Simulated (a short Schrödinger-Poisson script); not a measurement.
Stack: MOS inversion layer, Si3N4 on p-type Si(100), at 300 K.

From the gate side: 2.5 nm Si3N4; 1200 nm Si, acceptors 1.2e17 cm⁻³.

Constants are typed, rounded textbook-type inputs, not results; the design itself was drawn at random and stands for no fabricated device. Si3N4: permittivity 7.5, conduction-band edge (eV) 1.95, gap (eV) 5.1, electron mass (mₑ) 0.5. Si: permittivity 11.7, conduction-band edge (eV) 0, gap (eV) 1.124, Nv at 300 K (cm⁻³) 3.1e19.

Channel valleys (confinement mass, in-plane density-of-states mass, number): Δ2 0.916, 0.19, 2; Δ4 0.19, 0.417, 4. At the gate the conduction-band edge of layer 1 lies 2.34 eV − eVg above the Fermi level of the channel; the field vanishes at the back. Gaps are held at their typed values at every temperature. Mesh 0.03 nm at interfaces.

From a short Schrödinger-Poisson script (our own, NumPy): 1D Poisson equation in equilibrium, electrons quantum, Hartree (BenDaniel-Duke, 12 states a valley, the channel's in-plane mass for all, wave functions free to enter the dielectric), parabolic valleys, classical holes, full ionisation, no traps, pinning or gate leakage.

```tsv
Vg (V)	electrons (cm⁻²)	C (μF/cm²)	Δ2 E0 (meV from the Fermi level)	Δ4 E0 (meV from the Fermi level)
0.3	3.58e9	0.127	209.1	238.7
0.35	2.05e10	0.209	163.4	193.7
0.4	9.73e10	0.507	122.4	153.6
0.45	3.06e11	0.951	91.5	124.2
0.5	6.46e11	1.28	70.4	105.2
0.55	1.07e12	1.48	55.5	92.5
0.6	1.55e12	1.62	44.1	83.4
0.65	2.07e12	1.71	34.8	76.3
0.7	2.61e12	1.78	27.0	70.6
0.75	3.18e12	1.84	20.2	65.9
0.8	3.76e12	1.88	14.1	61.8
0.85	4.35e12	1.92	8.6	58.2
0.9	4.95e12	1.95	3.6	55.0
0.95	5.56e12	1.98	-1.1	52.0
1	6.18e12	2.00	-5.4	49.3
1.05	6.81e12	2.02	-9.5	46.8
1.1	7.45e12	2.04	-13.5	44.5
1.15	8.08e12	2.06	-17.2	42.3
```

Gate voltages with under 1e9 electrons/cm² are left out.

**Question.** At Vg = 1.15 V the lowest Δ2 subband lies at -17.2 meV from the Fermi level. How many electrons does it hold, and what share of all?

**Answer.** The two-dimensional density of states is g m/(πħ²) = 1.59e11 cm⁻² meV⁻¹ (both spins), kT = 25.9 meV, so n = D kT ln(1 + exp(−E/kT)) = 4.43e12 cm⁻², 0.55 of the 8.08e12 cm⁻² in all.

**Question.** Compare the slope of the sheet density between 1.05 and 1.15 V with the geometric capacitance of the layers between gate and channel.

**Answer.** q Δn/ΔV = 2.03 μF/cm²; ε0/Σ(t/ε) = 2.66 μF/cm². The ratio is 0.77: the channel acts as a further capacitance in series.
